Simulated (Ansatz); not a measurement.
The starting structures come from a database of crystals and need not be the phases stable at ambient conditions.

By PBEsol, the system below comes out a metal.

A figure of merit of an interconnect metal is its ballistic conductance per area.

Consider the following.

```
AuPt
1.0
    2.79914     0.00000     0.00000
   -1.39957     2.42413     0.00000
    0.00000     0.00000     4.83734
Pt Au
1 1
Direct
  0.66667   0.33333   0.00000
  0.00000   0.00000   0.50000
```

Space group of this cell: P-6m2. The cell is taken as given; by PBEsol its mean pressure is -5.2 GPa.

The current flows along the normal of the first two printed cell vectors, the (001) plane of the conventional cell. No spin-orbit coupling; the value is a mean over 0.1 eV about the Fermi level.

Task: State the ballistic conductance per area according to PBEsol (Ansatz, a program for electronic structure).

Result: 0.63 × 10¹⁵ S/m² for both spins.
